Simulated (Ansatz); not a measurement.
Given:

```yaml
crystal:
  lattice:
    - [3.60017, 0.00000, 0.00000]
    - [0.00000, 3.60017, 0.00000]
    - [0.00000, 0.00000, 5.06841]
  atoms:
    - { symbol: Zr, position: [0.00000, 0.00000, 0.00000] }
    - { symbol: Zr, position: [0.50000, 0.50000, 0.50000] }
    - { symbol: O, position: [0.00000, 0.50000, 0.30177] }
    - { symbol: O, position: [0.00000, 0.50000, 0.80177] }
    - { symbol: O, position: [0.50000, 0.00000, 0.19823] }
    - { symbol: O, position: [0.50000, 0.00000, 0.69823] }
```

Space group of this cell: P4_2/nmc. The cell is strained (lengths along the current scaled by 0.97, ions clamped); by r2SCAN its mean pressure is 7.3 GPa.

Transport runs along the normal of the first two printed cell vectors, the (001) (indices of the unstrained crystal) plane of the conventional cell.

The gap is the functional's own, uncorrected, and κ follows it; spin-orbit coupling is left out. Mid-gap values are interpolated between the computed energies.

Task: State the band gap and the smallest decay constant κ at mid-gap according to r2SCAN run with Ansatz (an electronic-structure program).

Result: Gap 4.35 eV on a 8×8×6 mesh; κ = 0.379 1/Å, at the zone centre.
